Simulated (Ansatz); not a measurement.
The reference is CaO in the rock salt structure (space group Fm-3m, No. 225; a = 4.767 Å). Axes: x, y, z lie along the cube axes.

One thing is altered: tensile biaxial strain of 2.50 % in the plane normal to [001], as in epitaxy on a mismatched substrate; the out-of-plane cell vector and the atoms relax.

Level of theory: PBEsol in Ansatz (plane waves to 420 eV, PAW, no SOC).

Question: Give the band edges at the high-symmetry points of the new zone, measured from its valence-band maximum.

Answer: 
```tsv
point	valence edge (eV)	conduction edge (eV)
Γ	0.00	4.37
X	-0.37	3.55
P	-1.21	6.36
N	-1.25	6.91
M	-0.51	3.42
S	-0.82	4.70
S₀	-0.82	4.70
R	-1.04	5.73
G	-1.04	5.73
```

The gap is 3.42 eV, indirect, Γ → M.

Stability against distortions was not tested. k-point labels follow each cell's own Brillouin zone.

Ansatz is a first-principles code.
